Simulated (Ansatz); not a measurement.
Start from Ru in the hcp (Mg type) structure (space group P6_3/mmc, No. 194; relaxed with 0.1 eV smearing).

```
CELL_PARAMETERS angstrom
      2.70552     0.00000     0.00000
     -1.35276     2.34305     0.00000
      0.00000     0.00000     4.26507
ATOMIC_POSITIONS crystal
  Ru 0.33333 0.66667 0.75000
  Ru 0.66667 0.33333 0.25000
```

Cartesian axes are those of the cell as printed.

Computed with r2SCAN, PAW, 500 eV (Ansatz, a first-principles code; spin-orbit coupling left out), earlier PAW set.

Base values:

```
Item                             Value
-----------------------------  -------
Pressure                       0.0 GPa
Shortest interatomic distance  2.643 Å
```

Modification: the cell is compressed by 2.50 % along x with no lateral relaxation; the atoms relax in the strained cell.

Question: What happens to the energy relative to the base, pressure and shortest interatomic distance?

Answer: The energy goes up by 17 meV/atom; the pressure (mean of the normal stresses, compression positive) goes from zero to 9.1 GPa; the shortest interatomic distance shrinks by 0.014 Å to 2.629 Å.

No phonon test of stability was made. All final runs are without spin polarisation.
